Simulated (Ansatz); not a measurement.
# Input and output of a self-consistent single point for Mo (Im-3m, 1 atom in the cell) (Ansatz)

Computed with LDA (PW92), default PAW files made with PBE (plane waves; Ansatz, an electronic-structure program).

The input file:

Ansatz 0.2 input:
```yaml
# Mo
crystal:
  lattice:
    - [-1.567125, 1.567125, 1.567125]
    - [1.567125, -1.567125, 1.567125]
    - [1.567125, 1.567125, -1.567125]
  atoms:
    - { symbol: Mo, position: [0.000000, 0.000000, 0.000000] }
basis:
  ecutwfc: 420.0
kpoints:
  mp_grid: { grid: [15, 15, 15] }
hamiltonian:
  xc: lda
  pseudopotentials: { kind: paw }
scf:
  occupations: { method: fermi_dirac, width: 0.1 }
output:
  forces: true
  eigenvalues: true
  stress: true
```

The program printed (abridged):

```
WARN ansatz: RAYON_NUM_THREADS=1 ignored (pool sized by the plan → 1); use --threads N
Pseudopotentials: kind: paw
Pseudopotential: Mo, paw, valence charge 14
Crystal: 1 atoms, lattice volume = 15.395 Å³
Basis set: ecut = 420 eV, 321 PW (Γ)
Bands: 11, of which v1, the nominal top of the filled ones, is band 7 counted from 1 (6 counted from 0)
Symmetry: 48 space group operations
Space group: Im-3m (ITA 229), of the structure as read, at distance tolerance 2.5e-5 Å
k-points: 120 of 3375
PAW frozen core: Mo, regenerated for the run's functional, and the local potential with it
Initial density: superposition of atomic densities (neutral atoms: chi_scale 0, normalization atom), corrected by the library's trained network
Initial wavefunctions: pseudopotential atomic-orbital guess
Eigensolver: davidson
Functional: x = slater, c = lda
SCF iter   1: F=—  HF=-4842.861566 eV  |F-HF|=—  |Δ(HF+E_count)|=         —  Δρ=7.04e-3  dr2=1.78e-3  ethr=1.77e-3  ⟨swp⟩=5.0  Hψ=7764  notcnv=0
all-band conjugate gradients solve this SCF's bands
preconditioner: auto → none
SCF iter   2: F=—  HF=-4842.861180 eV  |F-HF|=—  |Δ(HF+E_count)|=   3.86e-4  Δρ=3.45e-3  dr2=3.79e-4  ethr=1.27e-5  ⟨swp⟩=1.9  Hψ=2556  notcnv=0
SCF iter   3: F=—  HF=-4842.861131 eV  |F-HF|=—  |Δ(HF+E_count)|=   4.94e-5  Δρ=5.61e-4  dr2=3.53e-5  ethr=2.70e-6  ⟨swp⟩=3.0  Hψ=2165  notcnv=0
SCF iter   4: F=—  HF=-4842.861116 eV  |F-HF|=—  |Δ(HF+E_count)|=   1.51e-5  Δρ=1.02e-4  dr2=6.16e-7  ethr=2.52e-7  ⟨swp⟩=2.5  Hψ=2046  notcnv=0
SCF iter   5: F=—  HF=-4842.861116 eV  |F-HF|=—  |Δ(HF+E_count)|=   4.76e-8  Δρ=5.47e-5  dr2=1.87e-7  ethr=4.40e-9  ⟨swp⟩=2.0  Hψ=2167  notcnv=0
SCF iter   6: F=-4842.861116 eV  HF=-4842.861116 eV  |F-HF|=1.41e-8  |Δ(HF+E_count)|=   7.97e-8  Δρ=1.76e-5  dr2=1.77e-8  ethr=7.14e-10  ⟨swp⟩=4.0  Hψ=4158  notcnv=0
SCF 1 converged in 6 iterations: F = -4842.861116 eV  dr2 = 1.77e-8
SCF converged after 6 iterations
Free energy (F): -4842.861116 eV
Harris-Foulkes:  -4842.861116 eV  (|F-HF|=1.41e-8)
Internal energy: -4842.838425 eV  (E = F + TS)
E sigma→0 (E₀):  -4842.849770 eV
Entropy (-TS):   -0.022690 eV (-22.690 meV/atom)
Fermi energy:    21.155968 eV
--- Per-component energies (eV) ---
  E_band       = -53.066910
  E_kinetic    = 441.838226
  E_local      = -778.304542  (includes V_loc(G=0)·N_el)
  E_nonlocal   = 147.705742
  E_hartree    = 256.071067
  E_xc         = -182.685866
  E_vxc        = -229.005150  (∫ρ·V_xc dr)
  E_paw        = -3089.406811  (= ΣΔE_a)
  E_vpaw       = -147.440304  (= ΣTr[D̂ρ^β])
  E_aug_tail   = 0.000034  (compensation charges beyond the density's cutoff)
  E_ewald      = -1638.529092
  E_core_change = 0.472816  (= ΣΔE_core)
  E_smearing   = -0.022690  (= −TS)
  E_closure    = -0.000000  (closes the sum)
  Σ components = -4842.861116   (vs F -4842.861116, Δ=0.00e0)
--- Forces (eV/Å), atoms counted from 1 ---
  atom   1  Mo     0.00000000     0.00000000    -0.00000000
  max |Σ_I F_I| component: 7.81e-32 eV/Å
--- Stress (GPa, compression-positive) ---
       -5.885246      -0.000000      -0.000000
       -0.000000      -5.885246       0.000000
       -0.000000      -0.000000      -5.885246
  P = ⅓ Tr σ = -5.8852 GPa (-58.852 kbar)
  The stress holds the Pulay correction. Without it, at fixed plane waves, as pw.x and ABINIT print it: P = -5.8973 GPa
--- Band table (eV; the first three rows and the last of 120) ---
  k-point 0: bands = ["-39.9518", "-13.2251", "-13.2251", "-13.2251", "13.8990", "19.7940", "19.7940", "19.7940", "22.8468", "22.8468", "35.9361"]
  k-point 1: bands = ["-39.9398", "-13.2938", "-13.2462", "-13.2256", "14.0994", "19.6809", "19.7754", "19.9832", "22.6814", "22.8501", "36.0856"]
  k-point 2: bands = ["-39.9058", "-13.4857", "-13.3055", "-13.2271", "14.6556", "19.3767", "19.6873", "20.5396", "22.3693", "22.8703", "36.4018"]
  k-point 119: bands = ["-39.4738", "-14.2441", "-14.2315", "-14.2315", "15.6775", "15.7139", "24.9848", "24.9848", "25.1985", "30.0591", "30.7492"]
```

The run converged in 6 iterations.

The starting cell has typed, rounded lattice constants, without a prior relaxation at this level. Its lattice was rescaled by up to half a per cent. Spin polarisation is off. With a pressure of about -6 GPa the cell is away from its equilibrium volume at this level. Ansatz's pressure includes its estimate of the finite-basis (Pulay) stress.
